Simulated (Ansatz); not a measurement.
# KCl: energy against volume

KCl (rock salt, Fm-3m, 30.411 Å³/atom and stress up to 0.01 GPa in the relaxed cell, cube axes along x, y and z) under an equal strain ε along all three axes. PBEsol in Ansatz, a plane-wave DFT program (PAW, default set), 420 eV, 9×9×9 Γ-centred mesh, Fermi-Dirac smearing 0.05 eV; ions are relaxed, or left where forces stay under 0.02 eV/Å, within the symmetry of each cell.

Here V stands for volume and E for E less E0.

```csv
volume (Å³/atom),E less E0 (meV/atom),pressure (GPa)
28.6224,6.94,1.31
29.0627,3.85,0.95
29.5075,1.69,0.61
29.9569,0.43,0.30
30.4108,0.00,0.01
30.8692,0.36,-0.26
31.3323,1.47,-0.50
31.7999,3.27,-0.73
32.2722,5.73,-0.94
33.2307,?,?
```

Fit E of the 9 rows that show it with the third-order Birch-Murnaghan form, a cubic in V^(-2/3). With u = V^(-2/3) - 0.1027, the rows have u = 0.0041717, 0.0030895, 0.0020237, 0.0009737, -0.0000604, -0.0010791, -0.0020829, -0.0030717, -0.0040461. Least squares gives E = 0.004 + 69.6·u + 374374·u² + 1819470·u³. Residuals (row less fit): -0.002, 0.004, -0.003, 0.002, -0.001, -0.003, 0.003, 0.000, -0.001; standard error 0.003 (degrees of freedom: 5). Its minimum lies at u = -0.0000930, so V0 = (0.1026070)^(-3/2) = 30.43. There d²E/du² = 747700 and d³E/du³ = 1.092e7, so B0 = (4/9) × 30.43^(-7/3) × 747700 × 0.160218 = 18.4 GPa (the last factor turns the table's units into GPa), and B0' = 4 + (2/3) × 0.1026070 × (1.092e7)/747700 = 5.0. B0' rests on the cubic coefficient alone and has a standard error of 0.1 from these residuals.

**Question.** What does the fit predict for E at V = 33.2307, and how far is the calculated value from it?

**Answer.** u = -0.0059524, so E = 0.004 + 69.6 × (-0.0059524) + 374374 × (-0.0059524)² + 1819470 × (-0.0059524)³ = 12.470 meV/atom. The calculation gives 12.48 meV/atom, 0.010 meV/atom above the prediction (0.1 % of the range of E in the table). The row lies outside the fitted rows, so this is an extrapolation. The scatter of the fitted rows lies at the last printed digit.

Other structures, which can take over under pressure, weren't tried. The same form fitted to the pressure column gives B0' = 5.0; series where the two differ by over 0.4 aren't shown. Rows are the converged runs of the series near zero and its far end, less any whose ions stayed unrelaxed beside relaxed ones; series whose fitted rows scatter by over a few per cent of the range, as at a crossing or softening among them, aren't shown in this form.
